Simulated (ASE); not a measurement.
# CaB₆ at 300 K

System: CaB6 (CaB6 type), cell Ca8B48, begun in the crystal structure [in the run: it stayed crystalline; mean temperature 298 K (target 300 K); density 2.44 g/cm³].

All values below come from the machine-learned potential CHGNet 0.3.0 (ASE).

* **number of atoms**: 56
* **time step**: 1.5 fs; target pressure 0 GPa
* **sampled time**: 2.3 ps (NVE); in preparation the cell's shape was held

- mean temperature = 298 K
- mean pressure = 0.10 ± 0.02 GPa
- volume per atom = 10.2 Å³
- density = 2.44 g/cm³
- first peak of g(B-B) = 1.73 Å, height 8.9
- first minimum of g(B-B) = near 2.2 Å (within a stretch where g is nil)
- first peak of g(B-Ca) = 3.04 Å, height 7.3
- coordination of B (bonds up to B-B 2.18 Å) = 5.00 (5-fold 100 %)
- B-B-B angle = mean 96°, spread 34°, most frequent near 58°
- state = no diffusion is seen within 2.3 ps, and the crystal keeps its order
- mean vibrational (phonon) frequency = 14.9 THz
- list of vibrational (phonon) peaks (above a quarter of the tallest; of peaks within two resolution widths the taller alone) = 4.2, 6.2, 9.6, 12.9, 16.6, 24.1 THz (resolution 0.9 THz)

Preparation: settle: 800 steps of 1.5 fs, 300 K, Langevin with a Berendsen-type barostat every 10 steps; hold: 300 steps, 300 K, NVT (Langevin) at the mean cell. A crystal that survives a few picoseconds in a small periodic cell needn't be the stable phase at this temperature. Nuclei are classical, so zero-point motion is missing.

The run lasts picoseconds, in a cell of about a nanometre.

The run took around 40 core-minutes (rough).
